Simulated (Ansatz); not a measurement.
Output of an Ansatz run (abridged):

```
WARN the atoms were moved onto the symmetric positions of the space group found under crystal.symmetry.tolerance 1.0e-5 (fractional …
WARN ansatz: RAYON_NUM_THREADS=1 ignored (pool sized by the plan → 1); use --threads N
Pseudopotentials: kind: paw
Pseudopotential: Y, paw, valence charge 11
Pseudopotential: Ge, paw, valence charge 14
Crystal: 12 atoms, lattice volume = 491.390 Å³
Basis set: ecut = 420 eV, 9611 PW (Γ), exchange–correlation on 72×72×320 points (8 copies of the dense FFT grid, shifted against one another)
Bands: 87, of which v1, the nominal top of the filled ones, is band 72 counted from 1 (71 counted from 0)
Symmetry: 6 space group operations
Space group: P3m1 (ITA 156), of the structure as read, at distance tolerance 7.9e-5 Å
k-points: 5 of 25 (time reversal used)
PAW frozen core: Y, regenerated for the run's functional, and the local potential with it
PAW frozen core: Ge, regenerated for the run's functional, and the local potential with it
Initial density: superposition of atomic densities (neutral atoms: chi_scale 0, normalization atom), corrected by the library's trained network
Initial wavefunctions: pseudopotential atomic-orbital guess
Eigensolver: davidson
Functional: x = pbesol(κ = 0.804, μ = 0.12345679012345678), c = pbesol(β = 0.046)
SCF iter   1: F=—  HF=-47378.653174 eV  |F-HF|=—  |Δ(HF+E_count)|=         —  Δρ=7.32e-3  dr2=1.14e1  ethr=1.77e-3  ⟨swp⟩=8.6  Hψ=2002  notcnv=0
all-band conjugate gradients solve this SCF's bands
preconditioner: auto → LDOS
SCF iter   2: F=—  HF=-47378.488227 eV  |F-HF|=—  |Δ(HF+E_count)|=   1.65e-1  S|Δr|=    0.00e0  Δρ=2.89e-3  dr2=7.58e-1  ethr=1.77e-3  ⟨swp⟩=1.4  Hψ=513  notcnv=0  defer=3
SCF iter   3: F=—  HF=-47378.470326 eV  |F-HF|=—  |Δ(HF+E_count)|=   1.79e-2  S|Δr|=    0.00e0  Δρ=9.14e-4  dr2=6.00e-2  ethr=5.26e-4  ⟨swp⟩=1.2  Hψ=426  notcnv=0  defer=3
SCF iter   4: F=—  HF=-47378.469633 eV  |F-HF|=—  |Δ(HF+E_count)|=   6.93e-4  S|Δr|=    0.00e0  Δρ=3.40e-4  dr2=1.79e-3  ethr=4.16e-5  ⟨swp⟩=1.0  Hψ=425  notcnv=0  defer=3
SCF iter   5: F=—  HF=-47378.469650 eV  |F-HF|=—  |Δ(HF+E_count)|=   1.69e-5  S|Δr|=    0.00e0  Δρ=1.95e-4  dr2=3.37e-4  ethr=1.24e-6  ⟨swp⟩=2.0  Hψ=679  notcnv=0  defer=3
SCF iter   6: F=—  HF=-47378.469589 eV  |F-HF|=—  |Δ(HF+E_count)|=   6.14e-5  S|Δr|=    0.00e0  Δρ=9.29e-5  dr2=9.68e-5  ethr=2.34e-7  ⟨swp⟩=2.0  Hψ=675  notcnv=0  defer=3
SCF iter   7: F=—  HF=-47378.469395 eV  |F-HF|=—  |Δ(HF+E_count)|=   1.93e-4  S|Δr|=    0.00e0  Δρ=4.21e-5  dr2=2.08e-5  ethr=6.72e-8  ⟨swp⟩=2.0  Hψ=682  notcnv=0
SCF iter   8: F=—  HF=-47378.469393 eV  |F-HF|=—  |Δ(HF+E_count)|=   2.05e-6  S|Δr|=    0.00e0  Δρ=1.88e-5  dr2=4.23e-6  ethr=1.44e-8  ⟨swp⟩=2.0  Hψ=519  notcnv=0
SCF iter   9: F=—  HF=-47378.469393 eV  |F-HF|=—  |Δ(HF+E_count)|=   4.41e-7  S|Δr|=    0.00e0  Δρ=8.19e-6  dr2=8.03e-7  ethr=2.94e-9  ⟨swp⟩=2.0  Hψ=754  notcnv=0
SCF iter  10: F=—  HF=-47378.469393 eV  |F-HF|=—  |Δ(HF+E_count)|=   1.76e-8  S|Δr|=    0.00e0  Δρ=4.04e-6  dr2=1.73e-7  ethr=5.58e-10  ⟨swp⟩=2.0  Hψ=751  notcnv=0
SCF iter  11: F=-47378.469393 eV  HF=-47378.469393 eV  |F-HF|=2.44e-8  |Δ(HF+E_count)|=   8.34e-9  S|Δr|=    0.00e0  Δρ=1.77e-6  dr2=3.19e-8  ethr=6.94e-11  ⟨swp⟩=17.0  Hψ=1755  notcnv=0
SCF 1 converged in 11 iterations: F = -47378.469393 eV  dr2 = 3.19e-8
SCF converged after 11 iterations
Stability not checked (fill_not_monotonic)
Free energy (F): -47378.469393 eV
Harris-Foulkes:  -47378.469393 eV  (|F-HF|=2.44e-8)
Internal energy: -47378.432227 eV  (E = F + TS)
E sigma→0 (E₀):  -47378.457004 eV
Entropy (-TS):   -0.037165 eV (-3.097 meV/atom)
Fermi energy:    5.522046 eV
--- Per-component energies (eV) ---
  E_band       = -2039.269005
  E_kinetic    = 2911.538123
  E_local      = -83650.498348  (includes V_loc(G=0)·N_el)
  E_nonlocal   = 2094.908999
  E_hartree    = 40077.400616
  E_xc         = -1683.437737
  E_vxc        = -1857.622713  (∫ρ·V_xc dr)
  E_paw        = -30105.523720  (= ΣΔE_a)
  E_vpaw       = -1692.377254  (= ΣTr[D̂ρ^β])
  E_aug_tail   = 0.001219  (compensation charges beyond the density's cutoff)
  E_ewald      = 22972.316693
  E_core_change = 4.861927  (= ΣΔE_core)
  E_smearing   = -0.037165  (= −TS)
  E_closure    = 0.000000  (closes the sum)
  Σ components = -47378.469393   (vs F -47378.469393, Δ=0.00e0)
--- Forces (eV/Å), atoms counted from 1 ---
  atom   1  Y     -0.00000000    -0.00000000    -0.01307178
  atom   2  Y      0.00000000    -0.00000000    -0.54923764
  atom   3  Y     -0.00000000    -0.00000000     0.07907784
  atom   4  Y      0.00000000     0.00000000    -0.38276320
  atom   5  Y      0.00000000     0.00000000     0.97764247
  atom   6  Y      0.00000000     0.00000000     0.16766051
  atom   7  Y     -0.00000000    -0.00000000    -0.79280215
  atom   8  Y      0.00000000     0.00000000    -0.04747625
  atom   9  Ge    -0.00000000     0.00000000     0.57173562
  atom  10  Ge     0.00000000     0.00000000    -0.25507194
  atom  11  Ge    -0.00000000    -0.00000000     0.09070190
  atom  12  Ge     0.00000000     0.00000000     0.15356247
  max |Σ_I F_I| component: 4.22e-5 eV/Å
--- Stress (GPa, compression-positive) ---
        0.796654      -0.000000       0.000000
       -0.000000       0.796654       0.000000
        0.000000       0.000000       1.560364
  P = ⅓ Tr σ = 1.0512 GPa (10.512 kbar)
  The stress holds the Pulay correction. Without it, at fixed plane waves, as pw.x and ABINIT print it: P = 1.0455 GPa
--- Band table (eV; the first three rows and the last of 5) ---
  k-point 0: bands = ["-37.9120", "-37.2861", "-36.9086", "-36.7113", "-36.6398", "-36.5718", "-36.5322", "-36.5039", "-18.5254", "-18.5254", "-18.5173", "-18.5043", "-18.5043", "-18.3827", "-18.3827", "-18.3763", "-18.3763", "-18.3688", "-18.3656", [...]
  k-point 1: bands = ["-37.9114", "-37.2840", "-36.9074", "-36.6999", "-36.6327", "-36.5729", "-36.5406", "-36.5163", "-18.5266", "-18.5196", "-18.5098", "-18.5048", "-18.5043", "-18.3801", "-18.3771", "-18.3759", "-18.3714", "-18.3647", "-18.3603", [...]
  k-point 2: bands = ["-37.9103", "-37.2805", "-36.9057", "-36.6770", "-36.6171", "-36.5745", "-36.5573", "-36.5419", "-18.5251", "-18.5097", "-18.5056", "-18.5053", "-18.5011", "-18.3774", "-18.3737", "-18.3681", "-18.3627", "-18.3575", "-18.3525", [...]
  k-point 4: bands = ["-37.9099", "-37.2794", "-36.9051", "-36.6683", "-36.6102", "-36.5733", "-36.5641", "-36.5538", "-18.5251", "-18.5087", "-18.5067", "-18.5031", "-18.4982", "-18.3774", "-18.3738", "-18.3646", "-18.3593", "-18.3554", "-18.3538", [...]
```

The structure:

```
CELL_PARAMETERS angstrom
      4.97888     0.00000     0.00000
     -2.48944     4.31184     0.00000
      0.00000     0.00000    22.88930
ATOMIC_POSITIONS crystal
  Y  0.00000 0.00000 0.46602
  Y  0.00000 0.00000 0.33009
  Y  0.33333 0.66667 0.39805
  Y  0.66667 0.33333 0.26213
  Y  0.00000 0.00000 0.73787
  Y  0.00000 0.00000 0.60194
  Y  0.33333 0.66667 0.66991
  Y  0.66667 0.33333 0.53398
  Ge 0.33333 0.66667 0.26213
  Ge 0.66667 0.33333 0.39805
  Ge 0.33333 0.66667 0.53398
  Ge 0.66667 0.33333 0.66991
```

Question: Reconstruct the input of this run.

Answer: Other spellings and defaults could give the same log, and not every line can be read from it. The input that was run (DFT, PBEsol, plane waves, default PAW files made with PBE):

Ansatz 0.2 input:
```yaml
crystal:
  lattice:
    - [4.978879, 0.000000, 0.000000]
    - [-2.489440, 4.311835, 0.000000]
    - [0.000000, 0.000000, 22.889300]
  atoms:
    - { symbol: Y, position: [0.000000, 0.000000, 0.466017] }
    - { symbol: Y, position: [0.000000, 0.000000, 0.330093] }
    - { symbol: Y, position: [0.333333, 0.666667, 0.398055] }
    - { symbol: Y, position: [0.666667, 0.333333, 0.262131] }
    - { symbol: Y, position: [0.000000, 0.000000, 0.737869] }
    - { symbol: Y, position: [0.000000, 0.000000, 0.601941] }
    - { symbol: Y, position: [0.333333, 0.666667, 0.669907] }
    - { symbol: Y, position: [0.666667, 0.333333, 0.533979] }
    - { symbol: Ge, position: [0.333333, 0.666667, 0.262131] }
    - { symbol: Ge, position: [0.666667, 0.333333, 0.398055] }
    - { symbol: Ge, position: [0.333333, 0.666667, 0.533979] }
    - { symbol: Ge, position: [0.666667, 0.333333, 0.669907] }
basis:
  ecutwfc: 420.0 eV
kpoints:
  mp_grid: { grid: [5, 5, 1] }
hamiltonian:
  xc: pbesol
  pseudopotentials: { kind: paw }
scf:
  occupations: { method: cold, width: 0.2 eV }
output:
  forces: true
  eigenvalues: true
  stress: true
```

The starting cell was generated: these elements placed on a structure prototype, without a prior relaxation; it need not be a known phase or ordering of this composition. The slab is cut from that crystal, and its faces are unrelaxed. Its lattice was rescaled in the plane by a random factor within 2.5 % of one. Spin polarisation is off, though cut faces can carry moments; the slab shows no gap. The two faces of this cut differ, and no dipole correction was used.

Ansatz is a program for electronic structure.
